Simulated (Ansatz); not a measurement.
Functionals compared on the (310) surface of bcc Fe, ferromagnetic in its 1x1 cell, outermost plane spacing 0.90 Å in the ideal cut, in Ansatz (plane waves, PAW). The structure was relaxed with PBE; the other rows are single points on it, each with its references at the same level. Cutoff 420 eV.

Model: 12-atom slab, 9.8 Å thick at the start (thin: gaps and levels are the slab's own), 14x9x1 mesh, Fermi-Dirac 0.1 eV, dipole correction, all atoms relaxed; held to the part of the start's symmetry that mesh and held atoms allow; spin-polarised, no spin-orbit, no U. These notes are the PBE run's.

```
functional  surface energy (J/m²)  work function of the top face (eV)  magnetic moment of the cell (μB)          rough cost of the single point
----------  ---------------------  ----------------------------------  --------------------------------  --------------------------------------
PBE                          2.60                                4.07                             29.04                                       –
LDA                          3.41                                4.42                             28.45  about 21 core-minutes (a rough figure)
PBEsol                       3.07                                4.16                             29.07                 roughly 11 core-minutes
RPBE                         2.25                                3.90                             29.42                 roughly 11 core-minutes
```

Ansatz is a quantum-chemistry and plane-wave program.
